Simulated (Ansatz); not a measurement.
# A computed series for BN: pressure series

Take BN in the h-BN type structure (space group P6_3/mmc, No. 194; a = 2.501 Å, c = 6.526 Å; layered, stacked along the Cartesian z axis) as the base.

Cell and atoms are relaxed at each pressure.

Method: r2SCAN+rVV10 in Ansatz (plane waves to 500 eV, PAW, without spin-orbit coupling).

Notes on the quantities. enthalpy: H = E + PV relative to the base's energy.

```csv
case,volume per atom,enthalpy
base,8.83 Å³,–
pressure −2 GPa,9.77 Å³,-0.11 eV/atom
pressure 0.3 GPa,8.76 Å³,+0.02 eV/atom
pressure 0.7 GPa,8.67 Å³,+0.04 eV/atom
pressure 1.5 GPa,8.52 Å³,+0.08 eV/atom
pressure 3 GPa,8.29 Å³,+0.16 eV/atom
pressure 5 GPa,8.06 Å³,+0.26 eV/atom
pressure 10 GPa,7.63 Å³,+0.51 eV/atom
```

Load acts through the strain it causes; cell and atoms are relaxed under it. No phonon test of stability was made. Competing high-pressure phases were not computed.

Ansatz is a quantum-chemistry and plane-wave program.
